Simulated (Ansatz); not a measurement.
## Input and output of a self-consistent single point for TiAl2 (I4/mmm, 3 atoms in the cell) (Ansatz)

Method of the run: PBEsol, default PAW files made with PBE (plane waves; Ansatz, a quantum-chemistry and plane-wave program).

This input was run:

Ansatz 0.2 input:
```yaml
crystal:
  lattice:
    - [-1.722913, 1.722913, 4.216902]
    - [1.722913, -1.722913, 4.216902]
    - [1.722913, 1.722913, -4.216902]
  atoms:
    - { symbol: Ti, position: [0.000000, 0.000000, 0.000000] }
    - { symbol: Al, position: [0.335300, 0.335300, 0.000000] }
    - { symbol: Al, position: [0.664700, 0.664700, 0.000000] }
basis:
  ecutwfc: 420.0 eV
kpoints:
  mp_grid: { grid: [18, 18, 18] }
hamiltonian:
  xc: pbesol
  pseudopotentials: { kind: paw }
scf:
  occupations: { method: cold, width: 0.2 eV }
output:
  forces: true
  eigenvalues: true
  stress: true
```

Output (repeated stretches shortened):

```
WARN ansatz: RAYON_NUM_THREADS=1 ignored (pool sized by the plan → 1); use --threads N
Pseudopotentials: kind: paw
Pseudopotential: Ti, paw, valence charge 12
Pseudopotential: Al, paw, valence charge 3
Crystal: 3 atoms, lattice volume = 50.070 Å³
Basis set: ecut = 420 eV, 943 PW (Γ), exchange–correlation on 72×72×72 points (8 copies of the dense FFT grid, shifted against one another)
Bands: 13, of which v1, the nominal top of the filled ones, is band 9 counted from 1 (8 counted from 0)
Symmetry: 16 space group operations
Space group: I4/mmm (ITA 139), of the structure as read, at distance tolerance 3.7e-5 Å
k-points: 480 of 5832
PAW frozen core: Ti, regenerated for the run's functional, and the local potential with it
PAW frozen core: Al, regenerated for the run's functional, and the local potential with it
Initial density: superposition of atomic densities (neutral atoms: chi_scale 0, normalization atom), corrected by the library's trained network
Initial wavefunctions: pseudopotential atomic-orbital guess
Eigensolver: davidson
Functional: x = pbesol(κ = 0.804, μ = 0.12345679012345678), c = pbesol(β = 0.046)
SCF iter   1: F=—  HF=-3522.983609 eV  |F-HF|=—  |Δ(HF+E_count)|=         —  Δρ=6.32e-3  dr2=1.38e-2  ethr=1.77e-3  ⟨swp⟩=5.1  Hψ=34463  notcnv=0
all-band conjugate gradients solve this SCF's bands
preconditioner: auto → Kerker (q_TF=auto, 2.301 Å⁻¹)
SCF iter   2: F=—  HF=-3522.980006 eV  |F-HF|=—  |Δ(HF+E_count)|=   3.60e-3  S|Δr|=    0.00e0  Δρ=3.00e-3  dr2=3.50e-3  ethr=7.68e-5  ⟨swp⟩=1.0  Hψ=10091  notcnv=0
SCF iter   3: F=—  HF=-3522.979023 eV  |F-HF|=—  |Δ(HF+E_count)|=   9.83e-4  S|Δr|=    0.00e0  Δρ=5.34e-4  dr2=1.89e-4  ethr=1.95e-5  ⟨swp⟩=2.8  Hψ=10419  notcnv=0
SCF iter   4: F=—  HF=-3522.978979 eV  |F-HF|=—  |Δ(HF+E_count)|=   4.35e-5  S|Δr|=    0.00e0  Δρ=8.18e-5  dr2=2.40e-6  ethr=1.05e-6  ⟨swp⟩=2.3  Hψ=8391  notcnv=0
SCF iter   5: F=—  HF=-3522.978980 eV  |F-HF|=—  |Δ(HF+E_count)|=   1.03e-6  S|Δr|=    0.00e0  Δρ=1.96e-5  dr2=1.66e-7  ethr=1.34e-8  ⟨swp⟩=2.2  Hψ=9925  notcnv=0
SCF iter   6: F=-3522.978980 eV  HF=-3522.978980 eV  |F-HF|=7.76e-9  |Δ(HF+E_count)|=   2.04e-8  S|Δr|=    0.00e0  Δρ=5.32e-6  dr2=1.26e-8  ethr=5.56e-10  ⟨swp⟩=3.7  Hψ=18530  notcnv=0
SCF 1 converged in 6 iterations: F = -3522.978980 eV  dr2 = 1.26e-8
SCF converged after 6 iterations
Stability not checked (fill_not_monotonic)
Free energy (F): -3522.978980 eV
Harris-Foulkes:  -3522.978980 eV  (|F-HF|=7.76e-9)
Internal energy: -3522.957644 eV  (E = F + TS)
E sigma→0 (E₀):  -3522.971868 eV
Entropy (-TS):   -0.021336 eV (-7.112 meV/atom)
Fermi energy:    9.342065 eV
--- Per-component energies (eV) ---
  E_band       = -170.649336
  E_kinetic    = 317.937601
  E_local      = -1164.740749  (includes V_loc(G=0)·N_el)
  E_nonlocal   = 30.963315
  E_hartree    = 501.410453
  E_xc         = -175.389782
  E_vxc        = -179.632709  (∫ρ·V_xc dr)
  E_paw        = -1932.251819  (= ΣΔE_a)
  E_vpaw       = -178.001594  (= ΣTr[D̂ρ^β])
  E_aug_tail   = 0.000120  (compensation charges beyond the density's cutoff)
  E_ewald      = -1101.064445
  E_core_change = 0.177662  (= ΣΔE_core)
  E_smearing   = -0.021336  (= −TS)
  E_closure    = -0.000000  (closes the sum)
  Σ components = -3522.978980   (vs F -3522.978980, Δ=0.00e0)
--- Forces (eV/Å), atoms counted from 1 ---
  atom   1  Ti     0.00000000     0.00000000     0.00000000
  atom   2  Al     0.00000000     0.00000000    -0.10651647
  atom   3  Al     0.00000000     0.00000000     0.10651647
  max |Σ_I F_I| component: 5.55e-17 eV/Å
--- Stress (GPa, compression-positive) ---
       -5.667627       0.000000       0.000000
        0.000000      -5.667627      -0.000000
       -0.000000      -0.000000       8.556831
  P = ⅓ Tr σ = -0.9261 GPa (-9.261 kbar)
  The stress holds the Pulay correction. Without it, at fixed plane waves, as pw.x and ABINIT print it: P = -0.9693 GPa
--- Band table (eV; the first three rows and the last of 480) ---
  k-point 0: bands = ["-47.0417", "-23.4060", "-23.4000", "-23.4000", "-0.0352", "6.4455", "8.5895", "8.9426", "9.4946", "9.4946", "10.9777", "13.3130", "14.0085"]
  k-point 1: bands = ["-47.0414", "-23.4056", "-23.4021", "-23.4019", "0.0449", "6.5088", "8.5021", "8.9374", "9.3080", "9.5849", "10.8357", "13.2401", "13.7544"]
  k-point 2: bands = ["-47.0405", "-23.4083", "-23.4075", "-23.4044", "0.2833", "6.6886", "8.3244", "8.8399", "8.9270", "9.7431", "10.4285", "13.1065", "13.3374"]
  k-point 479: bands = ["-47.0416", "-23.4109", "-23.4003", "-23.4003", "1.5914", "2.7046", "8.5673", "9.4078", "10.5312", "10.5312", "11.0337", "11.3523", "11.3523"]
```

The run converged in 6 iterations.

The starting cell was generated: these elements placed on a structure prototype, without a prior relaxation; it need not be a known phase or ordering of this composition. Spin polarisation is off. Ansatz's pressure includes its estimate of the finite-basis (Pulay) stress.
